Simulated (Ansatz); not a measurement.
A (9,0) GaN nanotube has 36 atoms in a period of 5.536 Å, a mean diameter of 9.32 Å, and lies 48 meV/atom over the flat sheet relaxed at the same level.

All values below come from PBE (plane waves to 420 eV, PAW; Ansatz, an electronic-structure program). Mesh 1×1×6. No spin polarisation. One-dimensional cell, images about 11 Å apart. A hypothetical model, rolled from the flat sheet. Only distortions within the start's symmetry and period were free.

**Question.** Which bending rigidity of the sheet does this imply in the thin-plate picture?

**Answer.** A plate bent to radius R stores D/(2R²) an area. The area an atom is π × 9.32 × 5.536/36 = 4.50 Å², so the stored energy is 0.048/4.50 = 0.0107 eV/Å². With R = 4.660 Å, D = 2R² × 0.0107 = 0.46 eV.
